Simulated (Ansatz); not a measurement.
The reference is Ag in the fcc (Cu type) structure (space group Fm-3m, No. 225; a = 4.001 Å; relaxed with 0.1 eV smearing). Axes: x, y, z lie along the cube axes.

Method: LDA (Ansatz, a first-principles code; PAW; 420 eV plane waves; no spin-orbit coupling).

Now apply this change: an isotropic linear strain of +2.00 %; the atoms relax in the strained cell.

Task: Predict the stress tensor and what it implies for the stiffness.

Result: Stress of the strained cell less that of the base (GPa, compression positive):
```
   -7.0     0.0     0.0
    0.0    -7.0     0.0
    0.0     0.0    -7.0
```

Then B = −ΔP/(ΔV/V₀) with ΔV/V₀ = 0.0612 gives secant stiffness values (nonlinear terms included at this strain): B ≈ 114 GPa.

As a check, the harmonic strain energy −½ V₀ Δσ:ε is 21 meV/atom; the computed energy rise is 23 meV/atom.

No phonon test of stability was made.
